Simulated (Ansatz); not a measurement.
LiF (Pm-3m): band-edge transport data

Here is the system:

```xyz
2
Lattice="2.5230 0.0000 0.0000 0.0000 2.5230 0.0000 0.0000 0.0000 2.5230" Properties=species:S:1:pos:R:3 pbc="T T T"
Li     0.0000     0.0000     0.0000
F      1.2615     1.2615     1.2615
```

All values below come from PBEsol, rigid bands (plane waves, PAW, scalar-relativistic; Ansatz, a program for electronic structure). Cell: cell and atoms relaxed with PBEsol.

| Quantity | Result |
|---|---|
| band gap | 7.73 eV |
| electron conductivity mass (300 K, dilute) | 0.90 mₑ |
| hole conductivity mass (300 K, dilute) | 2.1 mₑ |
| effective density of states N_c (300 K) | 2.3e19 cm⁻³ |
| effective density of states N_v (300 K) | 5.6e20 cm⁻³ |
| density-of-states mass, electrons | 0.94 mₑ |
| density-of-states mass, holes | 7.9 mₑ |
| Seebeck coefficient, n-type 1e19 cm⁻³, 300 K | -283 μV/K |
| best n-type power factor at 300 K for τ = 10 fs (best axis; densities from 1e16 to 1e21 cm⁻³ tried, whether or not they can be reached) | 3.9 μW/(cm·K²) at 1e20 cm⁻³ |
| Seebeck coefficient, p-type 1e19 cm⁻³, 300 K | 567 μV/K |

Rigid bands; masses and Seebeck coefficients take one relaxation time τ for all states and one kind of carrier; polarons and phonon drag are left out. Spin-orbit coupling is left out.

Computed structure with no diffraction record at hand here (it may be known, metastable or hypothetical): LiF (Pm-3m).
